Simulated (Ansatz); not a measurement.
**TiO2, pressure series**

The reference is TiO₂ in the anatase structure (space group I4_1/amd, No. 141; a = 3.798 Å, c = 9.704 Å).

Cell and atoms are relaxed at each pressure.

Computed with PBE (Ansatz, a program for electronic structure, PAW, no spin-orbit coupling), earlier PAW set.

Candidates:
(a) pressure 30 GPa
(b) pressure 18 GPa
(c) pressure 1.8 GPa
(d) pressure −1 GPa

Base values:

```
Item       Result
---------  ------
c/a ratio   2.555
```

Order them by c/a ratio, highest first.

(d) pressure −1 GPa (2.562), (c) pressure 1.8 GPa (2.542), (b) pressure 18 GPa (2.405), (a) pressure 30 GPa (2.310)

Load acts through the strain it causes; cell and atoms are relaxed under it. Whether these cells are dynamically stable was not tested. No other phases were tried under pressure. The final runs are not spin-polarised.
